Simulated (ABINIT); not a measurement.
**Equation of state of rutile-structure PbO2 (space group 136): energy against volume (ABINIT, PBE)**

```yaml
crystal:
  lattice:
    - [4.87181, 0.00000, 0.00000]
    - [0.00000, 4.87181, 0.00000]
    - [0.00000, 0.00000, 3.32972]
  atoms:
    - { symbol: Pb, position: [0.00000, 0.00000, 0.00000] }
    - { symbol: Pb, position: [0.50000, 0.50000, 0.50000] }
    - { symbol: O, position: [0.30700, 0.30700, 0.00000] }
    - { symbol: O, position: [0.80700, 0.19300, 0.50000] }
    - { symbol: O, position: [0.19300, 0.80700, 0.50000] }
    - { symbol: O, position: [0.69300, 0.69300, 0.00000] }
```

Level of theory: PBE, norm-conserving pseudopotentials (PseudoDojo nc-sr-05 PBE standard) (plane waves; ABINIT 10.0.3). Settings: pseudos = [Pb.upf, O.upf]; ecut = 110 Ry; occopt = 3; tsmear = 0.05 eV; ngkpt = 5 5 7; nshiftk = 1; shiftk = 0 0 0; potentials = PseudoDojo nc-sr-05 PBE standard; nband = 34; kptopt = 1; nstep = 80; tolvrs = 1e-12. The cell above is the first row's. The rows scale it uniformly. In all rows fractional positions and the k mesh are held. E is the free energy at the stated smearing, counted from the lowest row.

| V (Å^3/atom) | E (meV/atom) |
|---|---|
| 13.172 | 78.66 |
| 13.458 | 49.92 |
| 13.744 | 28.48 |
| 14.031 | 13.51 |
| 14.317 | 4.24 |
| 14.603 | 0.00 |
| 14.890 | 0.18 |
| 15.176 | 4.27 |
| 15.462 | ? |

Fit E of the 8 rows that show it with the third-order Birch-Murnaghan form, a cubic in V^(-2/3). With u = V^(-2/3) - 0.171, the rows have u = 0.008294, 0.005745, 0.003284, 0.000899, -0.001398, -0.003619, -0.005777, -0.007860. Least squares gives E = 9.273 + 4263.01·u + 477555·u² + 2063923·u³. Residuals (row less fit): 0.001, 0.003, -0.016, 0.017, -0.001, -0.002, -0.005, 0.003; standard error 0.012 (degrees of freedom: 4). Its minimum lies at u = -0.004601, so V0 = (0.166399)^(-3/2) = 14.73. There d²E/du² = 898100 and d³E/du³ = 1.238e7, so B0 = (4/9) × 14.73^(-7/3) × 898100 × 0.160218 = 120 GPa (the last factor turns the table's units into GPa), and B0' = 4 + (2/3) × 0.166399 × (1.238e7)/898100 = 5.5. The program's pressures in the fitted runs (not shown) pass through zero at V = 14.73, 0.01 % from this V0.

Task: Predict the withheld E at V = 15.462 from the fit, and compare with the calculation.

Result: u = -0.009877, so E = 9.273 + 4263.01 × (-0.009877) + 477555 × (-0.009877)² + 2063923 × (-0.009877)³ = 11.766 meV/atom. The calculation gives 11.82 meV/atom, 0.054 meV/atom above the prediction (0.1 % of the range of E in the table). The row lies outside the fitted rows, so this is an extrapolation. From the scatter of the fitted rows alone, a prediction at this place has a standard error of 0.030 meV/atom, so the miss is 1.8 times that.

Carrying the step between the two nearest rows on in a straight line would have given 8.36, off by 3.46; series whose last step already gives the withheld value aren't shown. The scan was laid around a cell of about the measured size, scaled by a guess for this functional; axis ratios and inner coordinates come from that cell. The runs keep the symmetry of the cell, so they don't test it for distortions. The PBE file for Pb was generated anew from PseudoDojo's inputs, some of which were changed. Spin-orbit coupling is off. The shape of the cell and the inner coordinates aren't relaxed, so V0 and B0 belong to this uniform scaling; a relaxed crystal lies no higher in energy and is usually softer (forces reach 0.17 eV/Å in these rows). Cutoffs and mesh are single choices, not tested for convergence of this quantity. Series with a scatter that would blur these digits, or in which a gap closes, are not shown. Nor are scans whose minimum lies at an end fitted in this form.
